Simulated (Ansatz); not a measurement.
**CsCl-type RuAl**

Level of theory: r²SCAN+rVV10 (Ansatz, a program for electronic structure, PAW).

Settings: plane-wave cutoff 500 eV, 18×18×18 k mesh, Fermi–Dirac smearing 0.1 eV, no spin polarisation, scalar-relativistic PAW data made under PBE.

Cell (relaxed at this level):

```cif
data_AlRu
_chemical_formula_sum 'Al1 Ru1'
_space_group_name_H-M_alt 'P 1'
_space_group_IT_number 1
_cell_length_a 2.97686
_cell_length_b 2.97686
_cell_length_c 2.97686
_cell_angle_alpha 90.000
_cell_angle_beta 90.000
_cell_angle_gamma 90.000
loop_
_space_group_symop_operation_xyz
  'x, y, z'
loop_
_atom_site_label
_atom_site_type_symbol
_atom_site_fract_x
_atom_site_fract_y
_atom_site_fract_z
_atom_site_occupancy
Al1 Al 0.50000 0.50000 0.50000 1
Ru1 Ru 0.00000 0.00000 0.00000 1
```

- volume per atom = 13.19 Å³/atom
- lattice parameter a = 2.977 Å

Measured, for comparison: lattice constant a 2.992 Å (temperature not stated, copied from a table, unchecked, no zero-point or thermal correction; as tabulated in Acta Metallurgica 41, 863 (1993)). Computed (rounded) less measured: lattice constant a not scored (unchecked). A static lattice is as a rule a little smaller and stiffer than an uncorrected measurement, which narrows the difference in the lattice constant a and would widen misses of the other sign.

The computed numbers hold no vibrational or temperature effects.

It cost very roughly 50 core-seconds of CPU time.
